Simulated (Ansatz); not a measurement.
# Sc (model structure, started from the diamond type, Fd-3m, No. 227, 2 atoms in the cell)

Method: LDA (PAW; Ansatz, an electronic-structure program).

Numerical settings: plane-wave cutoff 520 eV, 16×16×16 k mesh, Fermi–Dirac smearing 0.05 eV, scalar-relativistic PAW data made under PBE.

Cell (relaxed at this level):

```cif
data_Sc8
_chemical_formula_sum 'Sc8'
_space_group_name_H-M_alt 'Fd-3m :1'
_space_group_IT_number 227
_space_group_name_Hall 'F 4d 2 3 -1d'
_cell_length_a 5.99013
_cell_length_b 5.99013
_cell_length_c 5.99013
_cell_angle_alpha 90.000
_cell_angle_beta 90.000
_cell_angle_gamma 90.000
loop_
_atom_site_label
_atom_site_type_symbol
_atom_site_symmetry_multiplicity
_atom_site_Wyckoff_symbol
_atom_site_fract_x
_atom_site_fract_y
_atom_site_fract_z
_atom_site_occupancy
Sc1 Sc 8 b 0.50000 0.50000 0.50000 1
```
(The calculation used a cell of 2 atoms; values per cell refer to that cell.)

For Sc (model structure, started from the diamond type, Fd-3m, No. 227, 2 atoms in the cell), the band gap is none.

Note: the relaxation could raise the start's symmetry but not lower it, so the cell can be a saddle point.

Static lattice: no zero-point or thermal effects.

Cost on a shared machine: very roughly 60 core-seconds.

A model structure was made by putting elements into a prototype or built by hand; it is no filed structure, need not be a known phase, and can be a saddle point held by its symmetry.
